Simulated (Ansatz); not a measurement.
**Effect of biaxial strain −3.00 %, plane normal [001], relaxed out of plane on TiC**

The reference is TiC in the rock salt structure (space group Fm-3m, No. 225; a = 4.328 Å; relaxed with 0.1 eV smearing). Axes: x, y, z lie along the cube axes.

One thing is altered: biaxial strain −3.00 %, plane normal [001], relaxed out of plane (Cartesian); in-plane vectors clamped, the third vector and the atoms free.

Calculations: r2SCAN/PAW in Ansatz (an electronic-structure program), spin-orbit coupling left out. Settings: 23×23×23 k-points, 0.1 eV Fermi–Dirac smearing.

| quantity | base | changed | shift |
|---|---|---|---|
| volume per atom | 10.13 Å³ | 9.68 Å³ | -0.45 Å³ |
| space group | Fm-3m (No. 225) | I4/mmm (No. 139) | – |
| shortest interatomic distance | 2.164 Å | 2.099 Å | -0.065 Å |
| energy relative to the base (free energy F) | 0 meV/atom | +38 meV/atom | +38 meV/atom |
| pressure (mean of the normal stresses, compression positive) | 0.0 GPa | 14.1 GPa | +14.1 GPa |
| band gap | zero | zero | – |
| out-of-plane strain | – | +1.57 % | – |
| ratio −ε⊥/ε∥ | – | 0.52 | – |
| mean in-plane stress (compression positive) | – | +21.2 GPa | – |

Final structure (turned so that z lies along the plane normal):

```yaml
crystal:
  lattice:
    - [2.96844, 0.00000, 0.00000]
    - [0.00000, 2.96844, 0.00000]
    - [1.48422, -1.48422, 2.19795]
  atoms:
    - { symbol: Ti, position: [0.00000, 0.00000, 0.00000] }
    - { symbol: C, position: [0.50000, 0.50000, 0.00000] }
```

Stability against distortions was not tested. All final runs are without spin polarisation.
